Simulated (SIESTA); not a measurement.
SIESTA run on Sr₂SeS (R-3m, 4 atoms in the cell): self-consistent single point.

Method of the run: GGA PBEsol, numerical atomic orbitals DZP, PseudoDojo PBEsol standard norm-conserving potentials (rewritten from UPF to PSML) run with SIESTA.

```
Sr2SeS
1.0
    2.17815     1.25756     7.12217
   -2.17815     1.25756     7.12217
    0.00000    -2.51512     7.12217
Sr Se S
2 1 1
Direct
  0.24718   0.24718   0.24718
  0.75282   0.75282   0.75282
  0.00000   0.00000   0.00000
  0.50000   0.50000   0.50000
```

Reference input (self-consistent single point, DFT, LDA PW92, numerical atomic orbitals DZP, PseudoDojo LDA standard norm-conserving potentials (rewritten from UPF to PSML)): XC.functional = LDA; XC.authors = PW92; potentials = PseudoDojo LDA standard; PAO.BasisSize = DZP; PAO.EnergyShift = 0.01 Ry; MeshCutoff = 400 Ry; kgrid.MonkhorstPack = 6 6 6; OccupationFunction = FD; ElectronicTemperature = 10 K; MaxSCFIterations = 150; SCF.Mixer.Method = Pulay; SCF.Mixer.Weight = 0.25. This run's input differs from it in these lines:

```diff
@@ -1,2 +1,2 @@
-# files in the folder: Sr.psml Se.psml S.psml (PseudoDojo LDA standard)
+# files in the folder: Sr.psml Se.psml S.psml (PseudoDojo PBEsol standard)
 SystemName  Sr2SeS
@@ -25,4 +25,4 @@
 
-XC.functional                LDA
-XC.authors                   PW92
+XC.functional                GGA
+XC.authors                   PBEsol
 PAO.BasisSize                DZP
```

Log, with long lists cut:

```
        iscf     Eharris(eV)        E_KS(eV)     FreeEng(eV)     dDmax    Ef(eV) dHmax(eV)
   scf:    1    -5457.435643    -5459.396012    -5459.396012  1.335923 -4.513618  2.901604
   scf:    2    -5460.254409    -5459.867095    -5459.867095  0.064373 -4.368851  1.726358
   scf:    3    -5460.111341    -5460.022026    -5460.022026  0.060534 -4.323534  0.534160
   scf:    4    -5460.038125    -5460.031047    -5460.031047  0.020451 -4.504733  0.188218
   scf:    5    -5460.031113    -5460.031337    -5460.031337  0.004913 -4.597129  0.089765
   scf:    6    -5460.031369    -5460.031535    -5460.031535  0.004266 -4.610926  0.050668
   scf:    7    -5460.031648    -5460.031612    -5460.031612  0.002748 -4.612924  0.000338
   scf:    8    -5460.031612    -5460.031612    -5460.031612  0.000023 -4.612989  0.000796
   scf:    9    -5460.031612    -5460.031612    -5460.031612  0.000029 -4.612902  0.000037
   scf:   10    -5460.031612    -5460.031612    -5460.031612  0.000003 -4.612921  0.000010
SCF Convergence by DM+H criterion
max |DM_out - DM_in|         :     0.0000031262
max |H_out - H_in|      (eV) :     0.0000096941
SCF cycle converged after 10 iterations

Using DM_out to compute the final energy and forces

siesta: E_KS(eV) =            -5460.0316

siesta: E_KS - E_eggbox =     -5460.0316

siesta: Atomic forces (eV/Ang):
     1    0.000000   -0.000000    0.146485
     2    0.000000    0.000000   -0.146485
     3    0.000000   -0.000000    0.000000
     4   -0.000000    0.000000    0.000000
   Tot    0.000000   -0.000000   -0.000000
   Max    0.146485
   Res    0.059802    sqrt( Sum f_i^2 / 3N )
   Max    0.146485    constrained

Stress tensor Voigt[x,y,z,yz,xz,xy] (kbar):       -7.14       -7.14       -5.97       -0.00        0.00        0.00
(Free)E + p*V (eV/cell)    -5459.5385
   [... lines left out ...]
siesta: FreeEng =     -5460.031612
siesta: Cell volume =        117.052499 Ang**3
siesta:           6.74986455         13.97051876  kBar
   [... lines left out ...]
               3Pdxy   3Pdyz   3Pdz2   3Pdxz   3Pdx2-y2
   4  6.513   1.611   0.087   1.711   1.714   1.711  -0.121  -0.109  -0.121
              0.005   0.008   0.003   0.008   0.005

mulliken: Qtot =       42.000

Mulliken Atomic Populations:
Atom #   charge [q] valence [e]  Species
     1     0.527947    9.472053  Sr
     2     0.527947    9.472053  Sr
     3    -0.542457   16.542457  Se
     4    -0.513436    6.513436  S
 Total     0.000000
```

The run converged in 10 iterations. Against the reference run the pressure goes from -0.98 to 0.68 GPa, the largest force goes from 0.160 to 0.146 eV/Å and the gap on the mesh goes from 2.571 to 2.685 eV.

The starting cell comes from a database of computed structures (which also holds hypothetical and non-ambient phases and stackings), without a prior relaxation at this level. Values carry the incompleteness of an atom-centred basis. The basis of the alkali or alkaline-earth atoms may lack their empty d shell, which can raise the gap.

Cost on one core of a shared machine: roughly 40 s.
